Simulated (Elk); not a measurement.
Input and output of a self-consistent single point for GaIr (Pm-3m, 2 atoms in the cell) (Elk).

Method of the run: LDA (PW92), all-electron FP-LAPW, Elk's shipped species files, APW+lo basis with extra local orbitals run with Elk.

```
CELL_PARAMETERS angstrom
      3.02850     0.00000     0.00000
      0.00000     3.02850     0.00000
      0.00000     0.00000     3.02850
ATOMIC_POSITIONS crystal
  Ga 0.00000 0.00000 0.00000
  Ir 0.50000 0.50000 0.50000
```

Reference input (self-consistent single point, DFT, PBEsol, all-electron FP-LAPW, Elk's shipped species files, APW+lo basis with extra local orbitals): xctype = 22; rgkmax = 7.5; stype = 0; swidth = 0.00367493 Ha; ngridk = 9 9 9; gmaxvr = 16 1/bohr; nxlo = 2; lorbcnd = true; lmaxi = 3. This run's input differs from it in these lines:

```diff
@@ -4,3 +4,3 @@
 xctype
-  22
+  3
```

The program printed (abridged):

```
│ Self-consistent loop started │
│ Loop number : 1 │
 total energy                :     -19801.3135047
│ Loop number : 2 │
 total energy                :     -19801.2535080
RMS change in Kohn-Sham potential (target) :   0.6107884472E-01 (  0.1000000000E-05)
Absolute change in total energy (target)   :   0.5999669923E-01 (  0.1000000000E-03)
│ Loop number : 3 │
 total energy                :     -19801.1731714
RMS change in Kohn-Sham potential (target) :   0.6021709858E-01 (  0.1000000000E-05)
Absolute change in total energy (target)   :   0.9533580526E-01 (  0.1000000000E-03)
│ Loop number : 4 │
   [... lines left out ...]
Absolute change in total energy (target)   :   0.1417414660E-02 (  0.1000000000E-03)
│ Loop number : 14 │
 total energy                :     -19789.4470389
RMS change in Kohn-Sham potential (target) :   0.4610488115E-06 (  0.1000000000E-05)
Absolute change in total energy (target)   :   0.3701089772E-03 (  0.1000000000E-03)
│ Loop number : 15 │
 total energy                :     -19789.4471350
RMS change in Kohn-Sham potential (target) :   0.1581890769E-06 (  0.1000000000E-05)
Absolute change in total energy (target)   :   0.3624591045E-05 (  0.1000000000E-03)
Convergence targets achieved

│ Loop number : 16 │

Energies :
 Fermi                       :     0.425100904473
 total energy                :     -19789.4471602

Density of states at Fermi energy :    11.31157118
 (states/Hartree/unit cell)

Estimated indirect band gap :   0.5045781462E-02
 from k-point     34 to k-point     15
Estimated direct band gap   :   0.3368297226E-01
 at k-point     34

Charges :
 core                        :    66.00000000
 valence                     :    42.00000000
 interstitial                :    2.345562909
 muffin-tins (core leakage)
  species :    1 (Ga)
   atom    1                 :    29.55265816     (  0.1609238219E-02)
  species :    2 (Ir)
   atom    1                 :    76.10177894     (  0.5704860803E-03)
 total in muffin-tins        :    105.6544371
 total calculated charge     :    107.9885987
 total charge                :    108.0000000
 error                       :   0.1140133683E-01

│ Self-consistent loop stopped │
```

The run converged in 16 iterations. The count includes the last loop, which Elk runs after its targets are met. 

The starting cell comes from a database of computed structures (which also holds hypothetical and non-ambient phases and stackings), without a prior relaxation at this level. Spin-orbit coupling is off. Spin polarisation is off. Values depend on the basis (sphere radii, cutoffs, local orbitals), which need not be converged. The log's line on a gap gives a spacing of levels on this mesh, which the program prints for metals too.
